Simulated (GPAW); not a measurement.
GPAW run on MgAl (Pm-3m, 2 atoms in the cell): self-consistent single point.

Level of theory: PBEsol, GPAW PAW datasets PBEsol (made by gpaw-setup) (plane waves; GPAW).

The change in words: lattice scaled by 0.98. Reference geometry:
```
CELL_PARAMETERS angstrom
      3.39841     0.00000     0.00000
      0.00000     3.39841     0.00000
      0.00000     0.00000     3.39841
ATOMIC_POSITIONS crystal
  Mg 0.50000 0.50000 0.50000
  Al 0.00000 0.00000 0.00000
```

Reference input (self-consistent single point, DFT PBEsol, plane waves, GPAW PAW datasets PBEsol (made by gpaw-setup)): mode = pw; ecut = 850 eV; xc = PBEsol; kpts = 13 13 13; mesh shift (steps) = 0 0 0; occupations.name = methfessel-paxton; occupations.width = 0.2 eV; occupations.order = 0; nbands = -6; convergence.density = 1e-05 e/electron; symmetry.symmorphic = false; symmetry.tolerance = 0.0005. This run's input differs from it in these lines:

```diff
@@ -5,5 +5,5 @@
 atoms = Atoms(['Mg', 'Al'],
-              cell=[[3.398409, 0.000000, 0.000000],
-                    [0.000000, 3.398409, 0.000000],
-                    [0.000000, 0.000000, 3.398409]],
+              cell=[[3.330441, 0.000000, 0.000000],
+                    [0.000000, 3.330441, 0.000000],
+                    [0.000000, 0.000000, 3.330441]],
               scaled_positions=[[0.500000, 0.500000, 0.500000],
```

Log, with long lists cut:

```
     iter     time        total  log10-change:
                         energy   eigst   dens
iter:   1 --:--:--    -5.791440
iter:   2 --:--:--    -5.806186   -0.56  -1.33
iter:   3 --:--:--    -5.777249   -1.37  -1.35
iter:   4 --:--:--    -5.780544   -2.30  -2.10
iter:   5 --:--:--    -5.776048c  -3.20  -2.21
iter:   6 --:--:--    -5.775942c  -4.98  -2.67
iter:   7 --:--:--    -5.775899c  -5.84  -3.15
iter:   8 --:--:--    -5.775969c  -5.01  -2.97
iter:   9 --:--:--    -5.775967c  -6.77  -4.32
iter:  10 --:--:--    -5.775967c  -6.95  -4.62
iter:  11 --:--:--    -5.775967c  -8.05c -4.74
iter:  12 --:--:--    -5.775967c  -9.61c -5.40c
Converged after 12 iterations.

Dipole moment: (-0.000000, -0.000000, 0.000000) |e|*Ang

Energy contributions relative to reference atoms: (reference = -12027.813058)

Kinetic:         +4.712298
Potential:       -1.143577
External:        +0.000000
XC:              -9.288467
Entropy (-ST):   -0.015799
Local:           -0.048321
SIC:             +0.000000
--------------------------
Free energy:     -5.783866
Extrapolated:    -5.775967

Showing only first 2 kpts
 Kpt  Band  Eigenvalues  Occupancy
  0     4     -3.77137    2.00000
  0     5      8.42468    0.00000
  0     6      8.42468    0.00000
  0     7      8.42468    0.00000

  1     4     -3.69268    2.00000
  1     5      7.09437    0.00000
  1     6      8.48964    0.00000
  1     7      8.48964    0.00000

Fermi level: 5.51116

No gap
No difference between direct/indirect transitions
Energy (eV): -5.775967

Forces in eV/Ang:
  0 Mg    0.00000    0.00000    0.00000
  1 Al    0.00000   -0.00000    0.00000

Stress tensor:
    -0.011848     0.000000     0.000000
     0.000000    -0.011848     0.000000
     0.000000     0.000000    -0.011848
Stress (GPa, Voigt): [-1.8982 -1.8982 -1.8982  0.      0.      0.    ]
```

The run converged in 12 iterations. GPAW prints stress with tension positive. Against the reference run the free energy goes up by 1.6 meV/atom and the pressure goes from -1.27 to 1.90 GPa.

The starting cell comes from a database of computed structures (which also holds hypothetical and non-ambient phases and stackings), without a prior relaxation at this level. Its lattice was rescaled by a random factor within 2.5 % of one. For this run, on top of that: lattice scaled by 0.98.

Cost on one core of a shared machine: roughly 40 s.
